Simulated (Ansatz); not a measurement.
Here is the system:

End structure of the (0001) surface of hcp Ru in its 1x1 cell:

```xyz
4
Lattice="2.7214 0.0000 0.0000 -1.3607 2.3568 0.0000 0.0000 0.0000 25.5000" Properties=species:S:1:pos:R:3 pbc="T T T"
Ru     1.3607     0.7856     9.5965
Ru     0.0000     1.5712    11.6704
Ru     1.3607     0.7856    13.8296
Ru     0.0000     1.5712    15.9035
```

Model: 4-atom slab, 6.4 Å thick at the start (thin: gaps and levels are the slab's own), 12x12x1 mesh, Fermi-Dirac 0.1 eV, dipole correction, all atoms relaxed; symmetry of the start imposed; no spin, no spin-orbit, no U.

**Question.** What work function of the top face does Ansatz (a program for electronic structure) with PBE give?

**Answer.** 5.00 eV
